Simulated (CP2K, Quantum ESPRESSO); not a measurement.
A Quantum ESPRESSO input for a self-consistent single point of LiBr (Fm-3m, 2 atoms in the cell) (DFT, PBE, plane waves, SSSP 1.1.2 efficiency (PBE) pseudopotentials):

```fortran
&CONTROL
    calculation = 'scf'
    prefix = 'run'
    outdir = './tmp/'
    pseudo_dir = './'
    tprnfor = .true.
    tstress = .true.
/
&SYSTEM
    ibrav = 2
    celldm(1) = 10.2226284287
    nat = 2
    ntyp = 2
    ecutwfc = 40
    ecutrho = 320
    occupations = 'smearing'
    smearing = 'fermi-dirac'
    degauss = 0.00147
/
&ELECTRONS
    conv_thr = 1e-8
    mixing_beta = 0.3
/
ATOMIC_SPECIES
Li     6.9400  li_pbe_v1.4.uspp.F.UPF
Br    79.9040  br_pbe_v1.4.uspp.F.UPF
ATOMIC_POSITIONS {alat}
Li    0.0000000000    0.0000000000    0.0000000000
Br   -0.5000000000    0.5000000000    0.5000000000
K_POINTS {automatic}
10 10 10  0 0 0
```

**Question.** Translate this input to CP2K.

**Answer.** This is the input that was run; spellings and numerical settings could be chosen otherwise.

```
&GLOBAL
  PROJECT scf
  RUN_TYPE ENERGY_FORCE
  PRINT_LEVEL LOW
&END GLOBAL
&FORCE_EVAL
  METHOD Quickstep
  STRESS_TENSOR ANALYTICAL
  &DFT
    BASIS_SET_FILE_NAME BASIS_MOLOPT
    POTENTIAL_FILE_NAME GTH_POTENTIALS
    &QS
      METHOD GPW
      EPS_DEFAULT 1E-10
    &END QS
    &MGRID
      CUTOFF 400
      REL_CUTOFF 40
      NGRIDS 5
    &END MGRID
    &SCF
      SCF_GUESS ATOMIC
      EPS_SCF 1E-6
      MAX_SCF 100
      ADDED_MOS 4
      &DIAGONALIZATION
        ALGORITHM STANDARD
      &END DIAGONALIZATION
      &MIXING
        METHOD BROYDEN_MIXING
        ALPHA 0.2
        NBUFFER 12
        BETA 1
      &END MIXING
      &SMEAR ON
        METHOD FERMI_DIRAC
        ELECTRONIC_TEMPERATURE [K] 232.09
      &END SMEAR
    &END SCF
    &KPOINTS
      SCHEME MONKHORST-PACK 10 10 10
      GAMMA_CENTERED T
    &END KPOINTS
    &XC
      &XC_FUNCTIONAL PBE
      &END XC_FUNCTIONAL
    &END XC
    &PRINT
      &MO
        EIGENVALUES T
        OCCUPATION_NUMBERS T
        NDIGITS 8
        FILENAME mo
        &EACH
          QS_SCF 0
        &END EACH
        ADD_LAST NUMERIC
      &END MO
      &MULLIKEN OFF
      &END MULLIKEN
    &END PRINT
  &END DFT
  &SUBSYS
    &CELL
      ABC 3.82515200 3.82515217 3.82515231
      ALPHA_BETA_GAMMA 60.00000716 60.00000265 60.00000146
      PERIODIC XYZ
    &END CELL
    &COORD
      SCALED
      Li       0.00000000     0.00000000     0.00000000
      Br       0.50000000     0.50000000     0.50000000
    &END COORD
    &KIND Li
      BASIS_SET DZVP-MOLOPT-SR-GTH-q3
      POTENTIAL GTH-PBE-q3
    &END KIND
    &KIND Br
      BASIS_SET DZVP-MOLOPT-SR-GTH-q7
      POTENTIAL GTH-PBE-q7
    &END KIND
  &END SUBSYS
  &PRINT
    &FORCES ON
    &END FORCES
    &STRESS_TENSOR ON
    &END STRESS_TENSOR
  &END PRINT
&END FORCE_EVAL
```

Basis settings and potentials, where a program has them, do not carry over. This input uses DFT PBE, GPW, DZVP-MOLOPT-SR-GTH basis, GTH-PBE potentials (GTH_POTENTIALS). Both were run: pressure 1.60 GPa in Quantum ESPRESSO and 1.96 in CP2K; gap on the mesh 5.161 eV in Quantum ESPRESSO and 5.110 in CP2K.

On Quantum ESPRESSO: the starting cell comes from a database of computed structures (which also holds hypothetical and non-ambient phases and stackings), without a prior relaxation at this level. Its lattice was rescaled by a random factor within 2.5 % of one. For this run, on top of that: lattice scaled by 0.98.

On CP2K: the starting cell comes from a database of computed structures (which also holds hypothetical and non-ambient phases and stackings), without a prior relaxation at this level. Its lattice was rescaled by a random factor within 2.5 % of one. For this run, on top of that: lattice scaled by 0.98. Values carry the incompleteness of an atom-centred basis.
